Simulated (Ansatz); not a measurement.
Take Ta2O5 (space group Pmmm, No. 47; a = 3.670 Å, b = 3.859 Å, c = 6.433 Å; a cell from a computed database, its experimental status unchecked) as the base. Axes: x, y, z lie along a, b, c of the conventional cell.

It is then changed as follows: compressive biaxial strain of 0.83 % in the plane normal to [001], as in epitaxy on a mismatched substrate; the out-of-plane cell vector and the atoms relax.

Levels (all Ansatz, an electronic-structure program, PAW): PBEsol (420 eV, no spin-orbit coupling); PBEsol+SOC (420 eV, with spin-orbit coupling).

The geometry is relaxed with PBEsol.

| Item | Result |
|---|---|
| PBEsol smallest direct gap | 0.63 eV |
| PBEsol pressure | 4.31 GPa |
| PBEsol band gap | 0.38 eV |

With PBEsol+SOC at the same geometry, the smallest direct gap is nearly the same (0.63 eV against 0.64 eV); the pressure drops by 0.33 GPa to 3.98 GPa; the band gap shrinks by 0.08 eV (0.38 eV → 0.30 eV).

Single points use the geometry relaxed with PBEsol. The spin-orbit shifts are approximate. With Ta present, leaving out spin-orbit coupling can change the band edges. Whether these cells are dynamically stable was not tested. The zero or small gap of Ta2O5 under biaxial strain −0.83 %, plane normal [001], relaxed out of plane can change with the level of theory.
